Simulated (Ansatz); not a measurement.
**Effect of uniaxial strain ε_zz = −1.00 % on Zr**

Base system: Zr in the hcp (Mg type) structure (space group P6_3/mmc, No. 194; a = 3.1825 Å, c = 5.1235 Å; relaxed with 0.1 eV smearing). Axes: x lies along a and z along c of the hexagonal cell.

The change: uniaxial strain ε_zz = −1.00 %, all other strain components held at zero; the atoms relax in the strained cell.

All numbers come from plane-wave PAW DFT at the PBEsol level (Ansatz, a program for electronic structure, 420 eV), spin-orbit coupling left out. Settings: 21×21×11 k-points, 0.1 eV Fermi–Dirac smearing.

```json
[
 {"quantity": "volume per atom", "base": "22.47 Å³", "changed": "22.25 Å³", "shift": "-0.22 Å³"},
 {"quantity": "shortest interatomic distance", "base": "3.153 Å", "changed": "3.132 Å", "shift": "-0.021 Å"},
 {"quantity": "energy relative to the base (free energy F)", "base": "0 meV/atom", "changed": "+1.2 meV/atom", "shift": "+1.2 meV/atom"},
 {"quantity": "pressure (mean of the normal stresses, compression positive)", "base": "0.0 GPa", "changed": "1.1 GPa", "shift": "+1.1 GPa"},
 {"quantity": "band gap", "base": "zero", "changed": "zero", "shift": "–"},
 {"quantity": "stress (xx, yy, zz, yz, xz, xy; compression positive)", "base": "–", "changed": "(0.7, 0.7, 1.8, 0.0, 0.0, 0.0) GPa", "shift": "–"}
]
```

Whether these cells are dynamically stable was not tested. The final runs are not spin-polarised.
